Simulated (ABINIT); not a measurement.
Band structure of CsCaH₃ (Pm-3m, 5 atoms in the cell).

```xyz
5
Lattice="4.6212 0.0000 0.0000 0.0000 4.6212 0.0000 0.0000 0.0000 4.6212" Properties=species:S:1:pos:R:3 pbc="T T T"
Cs     0.0000     0.0000     0.0000
Ca     2.3106     2.3106     2.3106
H      2.3106     0.0000     2.3106
H      0.0000     2.3106     2.3106
H      2.3106     2.3106     0.0000
```

Level of theory: PBEsol, PAW (JTH v2.0 PBE PAW, files made for PBE) (plane waves; ABINIT).

Settings: pseudos = [Cs.GGA_PBE-JTH.xml, Ca.GGA_PBE-JTH.xml, H.GGA_PBE-JTH.xml]; ecut = 30 Ha; pawecutdg = 60 Ha; ixc = -116133; occopt = 3; tsmear = 0.00036749 Ha; ngkpt = 6 6 6; nshiftk = 1; shiftk = 0 0 0; potentials = JTH v2.0 PBE PAW; kptopt = 1; nstep = 80; toldfe1 = 1e-09 Ha.

The starting cell comes from a database of computed structures (which also holds hypothetical and non-ambient phases and stackings), without a prior relaxation at this level. The potentials were made for another functional than the one used.

These are the values that this program gave, and no reference: the one-centre exchange-correlation terms come from a truncated expansion.

Question: Predict the gap along the standard path and the places of the band edges.

Answer: The gap along the path is 2.95 eV, direct at M to within 0.01 eV.

Levels in eV from the top of the valence band on the SCF mesh, bands 8 to 15:
| point | 8 | 9 | 10 | 11 | 12 | 13 | 14 | 15 |
|---|---|---|---|---|---|---|---|---|
| Γ | -6.84 | -2.75 | -0.65 | -0.65 | 5.53 | 5.53 | 5.53 | 6.41 |
| X | -6.80 | -1.21 | -0.86 | -0.37 | 4.80 | 5.33 | 5.33 | 5.49 |
| M | -6.76 | -1.46 | 0.00 | 0.00 | 2.95 | 4.38 | 4.38 | 5.17 |
| R | -7.13 | -0.59 | -0.59 | -0.59 | 4.61 | 4.61 | 4.61 | 4.99 |
